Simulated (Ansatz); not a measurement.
The reference is CuI in the zinc blende structure (space group F-43m, No. 216; a = 5.939 Å). Axes: x, y, z lie along the cube axes.

Method: Ansatz (a program for electronic structure), PBEsol, PAW, cutoff 420 eV, no SOC.

It is then changed as follows: uniaxial strain ε_zz = +1.50 %, all other strain components held at zero, atoms relaxed at fixed cell.

Task: Predict the stress tensor and what it implies for the stiffness.

Result: Stress of the strained cell less that of the base (GPa, compression positive):
```
  -0.61    0.00    0.00
   0.00   -0.61    0.00
   0.00    0.00   -0.91
```

Then −Δσ_ii/ε with ε = 0.0150 gives secant stiffness values (nonlinear terms included at this strain): C33 ≈ 61 GPa, C13 ≈ 41 GPa and C23 ≈ 41 GPa.

Whether these cells are dynamically stable was not tested. The final runs are not spin-polarised.
